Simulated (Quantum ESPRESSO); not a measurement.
# σxx against uniaxial strain in rock-salt ZrC (space group 225): C11 (Quantum ESPRESSO, PBEsol)

```
CELL_PARAMETERS angstrom
      0.00000     2.33429     2.33429
      2.29927     0.00000     2.33429
      2.29927     2.33429     0.00000
ATOMIC_POSITIONS crystal
  Zr 0.00000 0.00000 0.00000
  C  0.50000 0.50000 0.50000
```

Level of theory: PBEsol, GBRV 1.5 ultrasoft (PBESOL) pseudopotentials (plane waves; Quantum ESPRESSO). Settings: ecutwfc = 52 Ry; ecutrho = 416 Ry; occupations = smearing; smearing = fd; degauss = 0.0036749 Ry; potentials = {Zr: zr_pbesol_v1.uspp.F.UPF, C: c_pbesol_v1.2.uspp.F.UPF}; K_POINTS = automatic 24 24 24 0 0 0; conv_thr = 1e-10 Ry; mixing_beta = 0.5. The cell above is the first row's. The rows stretch one cube axis (x) by the strain ε and hold the other two. Stress is positive in tension. In all rows fractional positions and the k mesh are held.

| ε (%) | σxx (GPa) |
|---|---|
| -1.5 | ? |
| -1.0 | -5.21 |
| -0.5 | -2.53 |
| 0.0 | 0.02 |
| 0.5 | 2.43 |
| 1.0 | 4.72 |
| 1.5 | 6.88 |
| 2.0 | 8.93 |

Problem. Fit σxx against ε with a parabola, and predict the withheld value at ε = -1.5.

Solution. Least squares gives σxx = 0.013 + 4.9643·ε - 0.2543·ε². Residuals (row less fit): -0.004, 0.003, 0.007, -0.002, -0.003, -0.007, 0.006; standard error 0.007 (degrees of freedom: 4). The slope at ε = 0, 4.9643 GPa per cent, gives C11 ≈ 100 × 4.9643 = 496 GPa, for the static lattice. At the withheld row, σxx = 0.013 + 4.9643 × (-1.5) - 0.2543 × (-1.5)² = -8.006 GPa. The calculation gives -8.04 GPa, 0.034 GPa below the prediction (0.2 % of the range of σxx in the table). The row lies outside the fitted rows, so this is an extrapolation. From the scatter of the fitted rows alone, a prediction at this place has a standard error of 0.012 GPa, so the miss is 2.8 times that.

Carrying the step between the two nearest rows on in a straight line would have given -7.89, off by 0.15; series whose last step already gives the withheld value aren't shown. The reference cell has the volume at which an earlier scan in this program and functional put its minimum by a fit. The runs keep the symmetry of the cell, so they don't test it for distortions. The unstrained cell stands at a pressure of -0.02 GPa, and the constants belong to that pressure. By symmetry this strain leaves no force on the atoms; the largest in the rows is 0.000 eV/Å. Without a gap such slopes are sensitive to mesh and smearing. Cutoffs and mesh are single choices, not tested for convergence of this quantity. Series with a scatter that would blur these digits, or in which a gap closes, are not shown. Strain series were run only where this level's volume lies within 10 % of a first guess from the measured size.
